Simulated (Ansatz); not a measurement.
**GaSb: response to strain**

The reference is GaSb in the zinc blende structure (space group F-43m, No. 216; a = 6.132 Å). Axes: x, y, z lie along the cube axes.

Strains are applied to the cell and any free atomic positions relax; under biaxial strain the out-of-plane vector relaxes too.

Level of theory: r2SCAN (Ansatz, a first-principles code, PAW, without spin-orbit coupling).

Notes on the quantities. energy relative to the base: free energy F.

| biaxial strain, plane normal [001], relaxed out of plane (%) | energy relative to the base (meV/atom) |
|---|---|
| -3 | 16.0 |
| -2.5 | 11.0 |
| -2 | ? |
| -1.5 | 3.9 |
| -1 | 1.7 |
| -0.5 | 0.4 |
| 0 | 0.0 |

Question: Fit ΔE = Aε² + Bε³ (ε in %) to the rows shown and predict the withheld row.

Answer: Least squares on the printed values gives A = 1.68 and B = -0.034 meV/atom (largest residual 0.0 meV/atom); this predicts 7.0 meV/atom, and the run gives 7.0 meV/atom, in agreement.

Whether these cells are dynamically stable was not tested.
